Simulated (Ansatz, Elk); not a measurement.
An Elk input for a self-consistent single point of Fe (Im-3m, 1 atom in the cell) (DFT, PBE, all-electron FP-LAPW, Elk's shipped species files, APW+lo basis with extra local orbitals):

```
tasks
  0

xctype
  20

spinpol
  .true.

reducebf
  0.7

rgkmax
  7.5

gmaxvr
  16.0

nxlo
  2

lorbcnd
  .true.

rmtscf
  0.9

lmaxi
  2

swidth
  0.00367493

maxscl
  100

scale
  4.625537447

avec
   -0.5773502692    0.5773502692    0.5773502692
    0.5773502692   -0.5773502692    0.5773502692
    0.5773502692    0.5773502692   -0.5773502692

atoms
  1
  'Fe.in'
  1
  0.0000000000  0.0000000000  0.0000000000    0.0 0.0 -1.0

ngridk
  16 16 16
```

### Question
Translate this input to Ansatz (a program for electronic structure).

### Answer
One input that does it (others would too):

Ansatz 0.2 input:
```yaml
crystal:
  lattice:
    - [-1.413197, 1.413197, 1.413197]
    - [1.413197, -1.413197, 1.413197]
    - [1.413197, 1.413197, -1.413197]
  atoms:
    - { symbol: Fe, position: [0.000000, 0.000000, 0.000000], spin: 4.0 }
basis:
  ecutwfc: 420.0
kpoints:
  mp_grid: { grid: [16, 16, 16] }
hamiltonian:
  xc: pbe
  pseudopotentials: { kind: paw }
magnetization:
  spin_polarized: true
scf:
  occupations: { method: fermi_dirac, width: 0.1 }
output:
  forces: true
  eigenvalues: true
  stress: true
```

Basis, cutoffs, solver keys and any potentials are the target program's own. This input uses DFT, PBE, plane waves, default PAW files. Both were run: size of the net moment 2.12 μB/atom in Elk and 2.15 in Ansatz.

On Elk: the starting cell comes from a database of computed structures (which also holds hypothetical and non-ambient phases and stackings), without a prior relaxation at this level. Its lattice was rescaled by a random factor within 2.5 % of one. With one magnetic atom in the cell only a parallel order is possible. Values depend on the basis (sphere radii, cutoffs, local orbitals), which need not be converged.

On Ansatz: the starting cell comes from a database of computed structures (which also holds hypothetical and non-ambient phases and stackings), without a prior relaxation at this level. Its lattice was rescaled by a random factor within 2.5 % of one. With one magnetic atom in the cell only a parallel order is possible.
